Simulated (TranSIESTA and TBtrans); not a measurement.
**Sn chain with one bond stretched by 2.0 Å**

Junction: Sn chain with one bond stretched by 2.0 Å. Leads: straight Sn chain, spacing 2.612 Å. Geometry: as built, not relaxed.

Method: TranSIESTA and TBtrans, PBE, DZP numerical orbitals (energy shift 0.15 eV), PseudoDojo norm-conserving scalar-relativistic potentials, mesh cutoff 200 Ry, 300 K, no spin polarisation, no spin-orbit coupling; self-consistent non-equilibrium Green functions.

```
Quantity                           Value
---------------------------------  -----
Conductance at 300 K (G0 = 2e²/h)   0.19
Thermopower (μV/K)                  -2.8
Mean T from −0.5 to 0.5 eV          0.18
```

Energies count from the leads' Fermi level. Transmissions are for one spin of a degenerate pair. The energy step is 0.01 eV; narrower resonances are cut or missed.

| E (eV) | T | lead channels |
|---|---|---|
| -1.95 | 0.051 | 1 |
| -1.80 | 0.056 | 1 |
| -1.65 | 0.061 | 1 |
| -1.50 | 0.065 | 1 |
| -1.35 | 0.070 | 1 |
| -1.20 | 0.075 | 1 |
| -1.05 | 0.081 | 1 |
| -0.90 | 0.088 | 3 |
| -0.75 | 0.097 | 3 |
| -0.60 | 0.11 | 3 |
| -0.45 | 0.13 | 3 |
| -0.30 | 0.15 | 3 |
| -0.15 | 0.17 | 3 |
| 0.00 | 0.19 | 3 |
| 0.15 | 0.20 | 3 |
| 0.30 | 0.20 | 3 |
| 0.45 | 0.20 | 3 |
| 0.60 | 0.20 | 3 |
| 0.75 | 0.20 | 3 |
| 0.90 | 0.21 | 3 |
| 1.05 | 0.22 | 3 |
| 1.20 | 0.23 | 3 |
| 1.35 | 0.24 | 3 |
| 1.50 | 0.25 | 3 |
| 1.65 | 0.26 | 3 |
| 1.80 | 0.28 | 3 |
| 1.95 | 0.30 | 3 |

The straight chain is held at its spacing; free chains may zigzag or dimerise. No spin-polarised start was tried, so a magnetic state, if there is one, is missed.
